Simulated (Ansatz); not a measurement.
BSiCN (model structure, started from the AlSiCN type, P3m1, No. 156, 4 atoms in the cell) was calculated with PBE (PAW; Ansatz, a quantum-chemistry and plane-wave program).

Run with plane-wave cutoff 520 eV, 12×12×8 k mesh (along the axes of the cell as run), Fermi–Dirac smearing 0.01 eV, scalar-relativistic PAW data made under PBE.

Computed at the level's own relaxed cell.

```
CELL_PARAMETERS angstrom
      2.87947     0.00000     0.00000
     -1.43974     2.49370     0.00000
      0.00000     0.00000     4.65561
ATOMIC_POSITIONS crystal
  B  0.33333 0.66667 0.49068
  Si 0.66667 0.33333 0.00232
  C  0.33333 0.66667 0.14553
  N  0.66667 0.33333 0.61146
```

**Question.** List the 9 lowest band energies at Γ above −25 eV (eV, relative to the valence band maximum), grouping those that round alike.

**Answer.** At Γ: -18.16, -13.82, -9.84, -2.67 (×2), -1.06, 0.00 (×2), 3.64.

Note: the relaxation could raise the start's symmetry but not lower it, so the cell can be a saddle point.

A model structure was made by putting elements into a prototype or built by hand; it is no filed structure, need not be a known phase, and can be a saddle point held by its symmetry.
